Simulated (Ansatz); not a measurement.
The starting structures come from a database of crystals and need not be the phases stable at ambient conditions.

# Evanescent states of Na₃P (P6_3/mmc, not sure to be the ambient phase, 8 atoms a cell, 23.0 Å³ an atom) along the normal of (111)

Computed with PBEsol (plane waves, PAW; Ansatz, an electronic-structure program).

No gap correction and no spin-orbit coupling; mid-gap values are interpolated between computed energies.

Energies count from the valence-band top; κ is the least over a 4×4 mesh across the current.

```
E (eV)  κ (1/Å)  where
------  -------  -----
0.03      0.023      Γ
0.07      0.036      Γ
0.12      0.043      Γ
0.17      0.047      Γ
0.23      0.048      Γ
0.28      0.047      Γ
0.33      0.043      Γ
0.38      0.035      Γ
0.42      0.022      Γ
```

**Question.** How thick must the barrier be to attenuate the transmission by 10^4 when the electrodes' Fermi level lies at 0.03 eV, and what attenuation does that film give at 0.17 eV?

**Answer.** d = 4 ln 10 / (2 × 0.023) = 200.2 Å. At 0.17 eV it gives 4 × 0.047/0.023 = 8.2 decades.
